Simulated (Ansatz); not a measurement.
Symmetric slabs, relaxed from ideal cuts in 1x1 cells, of III-V compounds: surface energy (J/m²) by functional, in Ansatz (plane waves, PAW). All structures are PBE's; the other columns are single points with references at the same level. No spin-orbit coupling, Hubbard U or dispersion. HSE06 ran on coarser k-meshes, so part of its shift is the mesh's. A star marks a polymorph or high-symmetry phase that is not the 0 K ground state. The rows are a random draw from the class, without slabs that broke up, higher cuts of a face and adsorbates that left their site.

```json
[
 {"system": "wurtzite GaN (11-20) (cut with 2 Ga + 2 N on top), ideal cut with outer spacing 1.61 Å", "PBE (J/m²)": "1.63", "HSE06 (J/m²)": "1.81"},
 {"system": "zinc-blende AlN* (110) (cut with Al + N on top), ideal cut with outer spacing 1.56 Å", "PBE (J/m²)": "2.22", "HSE06 (J/m²)": "2.40"},
 {"system": "zinc-blende GaSb (110) (cut with Ga + Sb on top), ideal cut with outer spacing 2.20 Å", "PBE (J/m²)": "0.45", "HSE06 (J/m²)": "0.50"},
 {"system": "zinc-blende GaN* (110) (cut with Ga + N on top), ideal cut with outer spacing 1.61 Å", "PBE (J/m²)": "1.70", "HSE06 (J/m²)": "1.88"},
 {"system": "zinc-blende BN (110) (cut with B + N on top), ideal cut with outer spacing 1.28 Å", "PBE (J/m²)": "2.77", "HSE06 (J/m²)": "2.99"},
 {"system": "zinc-blende AlP (110) (cut with Al + P on top), ideal cut with outer spacing 1.95 Å", "PBE (J/m²)": "0.90", "HSE06 (J/m²)": "0.99"},
 {"system": "wurtzite AlN (10-10) (cut with Al + N on top), ideal cut with outer spacing 0.90 Å", "PBE (J/m²)": "2.13", "HSE06 (J/m²)": "2.28"},
 {"system": "wurtzite GaN (10-10) (cut with Ga + N on top), ideal cut with outer spacing 0.93 Å", "PBE (J/m²)": "1.56", "HSE06 (J/m²)": "?"}
]
```

Task: Fit a straight line y = a·x + b by least squares to the 7 complete rows (x: PBE (J/m²); y: HSE06 (J/m²)).

Result: the means are x̄ = 1.6857 and ȳ = 1.8357; Σ(x − x̄)² = 3.8062 and Σ(x − x̄)(y − ȳ) = 4.0676, so a = 1.069 and b = ȳ − a·x̄ = 0.034. The largest residual is 0.034.

Task: What does the line predict for the withheld row, wurtzite GaN (10-10) (cut with Ga + N on top), ideal cut with outer spacing 0.93 Å, and what did the calculation give?

Result: the line gives 1.70; the calculation gave 1.72, a miss of 0.02, of the size of the fitted rows' scatter and rounding.

Ansatz is an electronic-structure program.
